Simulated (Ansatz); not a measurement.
Antifluorite Be2C, treated with B3LYP (VWN-RPA form) in Ansatz (PAW).

Numerical settings: plane-wave cutoff 460 eV, 10×10×10 k mesh, Fermi–Dirac smearing 0.01 eV, scalar-relativistic PAW data made under PBE.

Cell (relaxed at this level):

```cif
data_CBe2
_chemical_formula_sum 'Be2 C1'
_space_group_name_H-M_alt 'P 1'
_space_group_IT_number 1
_cell_length_a 3.05332
_cell_length_b 3.05332
_cell_length_c 3.05332
_cell_angle_alpha 60.000
_cell_angle_beta 60.000
_cell_angle_gamma 60.000
loop_
_space_group_symop_operation_xyz
  'x, y, z'
loop_
_atom_site_label
_atom_site_type_symbol
_atom_site_fract_x
_atom_site_fract_y
_atom_site_fract_z
_atom_site_occupancy
Be1 Be 0.25000 0.25000 0.25000 1
Be2 Be 0.75000 0.75000 0.75000 1
C1 C 0.00000 0.00000 0.00000 1
```

Question: What does this level give for the bulk modulus, band gap, smallest direct gap on the k points sampled and pressure derivative B′ of the bulk modulus?

Answer: 
- bulk modulus: 208 GPa
- band gap: 2.73 eV (on the SCF k mesh) (indirect)
- smallest direct gap on the k points sampled: 5.60 eV
- pressure derivative B′ of the bulk modulus: 3.4

Computing time: around 10 core-minutes (rough).

Ansatz is a program for electronic structure.
